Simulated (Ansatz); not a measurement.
# A constructed model of the (0001) surface of hcp Co, ferromagnetic, a pseudomorphic layer of V in the host's stacking (bottom of the slab: a bare face, its two planes held)

These are PBE (plane waves to 420 eV, PAW; Ansatz, an electronic-structure program) values and carry that method's errors.

Slab: 7 atoms, 12.6 Å thick at the start with caps and adatoms (thin: gaps and levels are the slab's own); k 17x17x1, smearing 0.1 eV, dipole-corrected; 2 atoms held, the rest relaxed; held to the start's symmetry, so lower structures may exist; spin-polarised, ending with about 9.4 μB a cell; orders that need a larger cell were not tried, no spin-orbit, no U. In PBE it is, or lies within 0.01 eV a 1x1 cell of, the lowest of the 2 structures of its composition computed so far; subsurface sites and larger cells were not tried.

```yaml
work_function_of_the_top_face: 5.27 eV
energy_released_by_relaxation: 0.25 eV
magnetic_moment_of_the_cell: 9.41 μB
cost: roughly 7 core-minutes
```
